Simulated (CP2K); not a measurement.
Band structure of Ag2O (Pn-3m, 6 atoms in the cell).

```
CELL_PARAMETERS angstrom
      4.84352     0.00000     0.00000
      0.00000     4.84352     0.00000
      0.00000     0.00000     4.84352
ATOMIC_POSITIONS crystal
  Ag 0.75000 0.25000 0.75000
  Ag 0.25000 0.75000 0.75000
  Ag 0.75000 0.75000 0.25000
  Ag 0.25000 0.25000 0.25000
  O  0.00000 0.00000 0.00000
  O  0.50000 0.50000 0.50000
```

Method: PBE, GPW, DZVP-MOLOPT-PBE-GTH basis, GTH-PBE potentials (POTENTIAL_UZH) in CP2K.

Settings: CUTOFF = 500 Ry; REL_CUTOFF = 60 Ry; SMEAR/METHOD = FERMI_DIRAC; ELECTRONIC_TEMPERATURE = 580.23 K; KPOINTS/SCHEME = MONKHORST-PACK 5 5 5; XC_FUNCTIONAL = PBE; Ag/BASIS_SET = DZVP-MOLOPT-PBE-GTH-q11; Ag/POTENTIAL = GTH-PBE-q11; O/BASIS_SET = DZVP-MOLOPT-PBE-GTH-q6; O/POTENTIAL = GTH-PBE-q6; METHOD = GPW; EPS_DEFAULT = 1e-10; EXTRAPOLATION = USE_GUESS; NGRIDS = 5.

The starting cell has typed, rounded lattice constants, without a prior relaxation at this level. Its lattice was rescaled by a random factor within 2.5 % of one. Values carry the incompleteness of an atom-centred basis. The run gives no clean gap (levels at the Fermi energy touch, overlap or are partly filled at this smearing), which alone does not show that the compound is a metal.

Levels in eV from the Fermi level, bands 25 to 30:
```
point     25     26     27     28     29    30
-----  -----  -----  -----  -----  -----  ----
Γ      -2.43  -0.23  -0.07  -0.07  -0.07  2.37
X      -1.57  -1.57  -0.47  -0.47   1.91  1.91
M      -1.59  -1.59  -0.80  -0.80   2.11  2.11
R      -1.87  -0.67  -0.67  -0.67   2.86  2.86
```

Bands cross the Fermi level along this path, so the cell is metallic at this level.

Higher empty bands are left out: an atom-centred basis made for the valence describes them poorly.
